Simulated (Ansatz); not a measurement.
The parent structure is Si in the diamond structure (space group Fd-3m, No. 227; a = 5.434 Å). Axes: x, y, z lie along the cube axes.

Perturbation: tensile biaxial strain of 2.50 % in the plane normal to [110], as in epitaxy on a mismatched substrate; the out-of-plane cell vector and the atoms relax.

Levels (all Ansatz, an electronic-structure program, PAW): PBEsol (420 eV, scalar-relativistic without spin-orbit coupling); HSE06+SOC (420 eV, with spin-orbit coupling).

The geometry is relaxed with PBEsol.

| Property | Value |
|---|---|
| PBEsol valence-band top at Γ | 0.00, -0.30, -0.32 eV |
| PBEsol lowest conduction level above the VBM at special points | X 0.30 eV; T 0.41 eV; Σ₀ 0.88 eV; Γ 2.07 eV |

With HSE06+SOC at the same geometry, the valence-band top at Γ (three highest Kramers pairs, from the VBM) becomes 0.00, -0.31, -0.35 eV (PBEsol: 0.00, -0.30, -0.32 eV); the lowest conduction level above the VBM at special points goes from X 0.30 eV; T 0.41 eV; Σ₀ 0.88 eV; Γ 2.07 eV to X 0.96 eV; T 1.08 eV; Σ₀ 1.57 eV; Γ 2.83 eV.

A biaxial case was relaxed in a doubled cell and then solved in the primitive one. Single points use the geometry relaxed with PBEsol. HSE06 was sampled on its mesh, a few special points and the semilocal edge points, so its gap is an upper bound. The spin-orbit shifts are approximate. The levels and masses belong to the bands next to the band gap. Whether these cells are dynamically stable was not tested. k-point labels follow each cell's own Brillouin zone.
